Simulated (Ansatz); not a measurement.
Gap of a one-dimensional KBr body, 8 atoms a period at several levels, all on one geometry.

```xyz
8
Lattice="14.5000 0.0000 0.0000 0.0000 14.5000 0.0000 0.0000 0.0000 6.4171" Properties=species:S:1:pos:R:3 pbc="T T T"
K      5.6884     5.6884     0.0000
Br     5.5655     5.5655     3.2086
Br     5.5655     8.9345     0.0000
K      5.6884     8.8116     3.2086
Br     8.9345     5.5655     0.0000
K      8.8116     5.6884     3.2086
K      8.8116     8.8116     0.0000
Br     8.9345     8.9345     3.2086
```

Levels: PBE (plane waves to 420 eV, PAW; Ansatz, a quantum-chemistry and plane-wave program); Ansatz with PBE with spin-orbit coupling; r2SCAN (plane waves to 500 eV, PAW; Ansatz); HSE06 (Ansatz). Unmarked values and the geometry are of the first. Mesh 1×1×48. No spin polarisation. It repeats along c; a and b span vacuum. A hypothetical model. It keeps the symmetry and period of its start, so it need not be a minimum against all distortions. Values not marked SOC lack spin–orbit coupling. HSE06 ran on a 1×1×3 mesh and at PBE's edge points.

```json
[
 {"level": "PBE", "gap (eV)": "4.53"},
 {"level": "PBE+SOC", "gap (eV)": "…"},
 {"level": "r2SCAN", "gap (eV)": "5.35"},
 {"level": "HSE06", "gap (eV)": "5.59"}
]
```

Problem. Complete the blanks.

Solution. 
- PBE+SOC, gap (eV): 4.42
